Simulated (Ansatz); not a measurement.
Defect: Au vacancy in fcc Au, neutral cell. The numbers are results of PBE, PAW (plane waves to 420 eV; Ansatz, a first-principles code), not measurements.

Settings: 32 host sites, the relaxed PBE lattice, a 3×3×3 k-point mesh shifted by half a step, smearing 0.10 eV, spin-restricted, no image-charge correction. No zero-point or tunnelling terms. Spin-orbit coupling is left out. Forms of the defect that were not tried may lie lower.

Barriers: single points on a 4×4×4 k-point mesh shifted by half a step at the bands' geometries (they differ from the bands' own by up to 0.05 eV, and are uncertain by about as much).

Relaxed starting cell (atoms counted from 1):

```
Au
1.0
    8.31442     0.00000     0.00000
    0.00000     8.31442     0.00000
    0.00000     0.00000     8.31442
Au
31
Direct
  0.99959   0.00011   0.50150
  0.99984   0.50014   0.00114
  0.99976   0.50000   0.50135
  0.49954   0.00007   0.00147
  0.49976   0.00006   0.50142
  0.49959   0.50004   0.00122
  0.49985   0.50012   0.50128
  0.99952   0.24533   0.24654
  0.99966   0.24528   0.75587
  0.99970   0.75470   0.24686
  0.99983   0.75498   0.75598
  0.49968   0.24930   0.25052
  0.49967   0.24928   0.75210
  0.49973   0.75087   0.25049
  0.49989   0.75084   0.75219
  0.24481   0.00005   0.24667
  0.24501   0.99987   0.75607
  0.24903   0.49995   0.25051
  0.24913   0.50015   0.75193
  0.75440   0.00018   0.24653
  0.75433   0.00010   0.75635
  0.75045   0.49996   0.25046
  0.75054   0.50022   0.75203
  0.24483   0.24523   0.00124
  0.24903   0.24926   0.50125
  0.24488   0.75486   0.00146
  0.24912   0.75079   0.50126
  0.75449   0.24545   0.00138
  0.75033   0.24928   0.50136
  0.75448   0.75471   0.00142
  0.75048   0.75092   0.50125
```

End state 1 differs by these moves (Å; atoms that move under 0.08 Å are left out):

```
atom  element    Δx    Δy     Δz
----  -------  ----  ----  -----
10         Au  0.00  2.00  -2.00
```

Q: Give the forward and backward barriers to end state 1 at the level PBE, PAW.

A: forward 0.58 eV, backward 0.58 eV; at the saddle point atom 10 has neighbours 4 Au at 2.69, 2 Au at 3.18, 2 Au at 3.19 Å. The saddle point's order was not checked, and it lies on a symmetry element of the cell, where a band can be held.
